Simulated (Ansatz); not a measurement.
Computed with PBE (plane waves to 420 eV, PAW; Ansatz, a quantum-chemistry and plane-wave program).

Plane-averaged electrostatic potential energy along the normal, in eV from the highest filled level, for a constructed model of the (111)A surface of zinc-blende GaP, Ga-terminated, 2x2 P adatom at H3 (bottom of the slab: 3 H on 4 bottom sites):

(z (Å), V (eV)): (4.06, 4.36); (4.35, 4.36); (4.64, 4.36); (4.93, 4.36); (5.22, 4.36); (5.51, 4.36); (5.80, 4.36); (6.09, 4.36); (6.38, 4.35); (6.67, 4.34); (6.96, 4.32); (7.25, 4.26); (7.54, 4.13); (7.83, 3.80); (8.12, 2.81); (8.41, 2.01); (8.70, 1.46); (8.99, -1.05); (9.28, -5.07); (9.57, -8.65); (9.86, -10.10); (10.15, -8.70); (10.44, -5.97); (10.73, -3.70); (11.02, -1.34); (11.31, 1.24); (11.60, 2.31); (11.89, 1.63); (12.18, -1.46); (12.47, -6.01); (12.76, -9.35); (13.05, -10.26); (13.34, -8.00); (13.63, -5.22); (13.92, -3.30); (14.21, -1.04); (14.50, 1.45); (14.79, 2.42); (15.08, 1.63); (15.37, -1.59); (15.66, -6.21); (15.95, -9.55); (16.24, -10.04); (16.53, -7.69); (16.82, -4.95); (17.11, -3.02); (17.40, -0.81); (17.69, 1.22); (17.98, 1.99); (18.27, 0.91); (18.56, -2.49); (18.85, -5.93); (19.14, -7.91); (19.43, -8.35); (19.72, -6.95); (20.01, -5.06); (20.30, -3.01); (20.59, -1.22); (20.88, 0.45); (21.17, 1.35); (21.46, 1.39); (21.75, 1.70); (22.04, 2.59); (22.33, 3.81); (22.62, 4.60); (22.91, 4.96); (23.20, 5.14); (23.49, 5.21); (23.78, 5.25); (24.07, 5.27); (24.36, 5.27); (24.65, 5.28); (24.94, 5.28); (25.23, 5.28); (25.52, 5.28); (25.81, 5.28); (26.10, 5.28)

Set-up: 36 atoms, 12.7 Å thick at the start with caps and adatoms (thin: gaps and levels are the slab's own); mesh 3x3x1; 0.025 eV smearing; dipole correction on; 8 atoms held, the rest relaxed; start symmetry kept, larger cells not searched; no spin, no spin-orbit, no U. In PBE it is, or lies within 0.01 eV a 1x1 cell of, the lowest of the 3 structures of its composition computed so far; subsurface sites and larger cells were not tried.

Q: The surface cell has an area of 52.53 Å². What dipole along the normal does the step between the two vacuum levels imply?

A: the top vacuum level lies 0.92 eV above the bottom one; p = −ε₀ A ΔV (ε₀ = 0.005526 e/(V·Å)) gives -0.27 e·Å a cell.
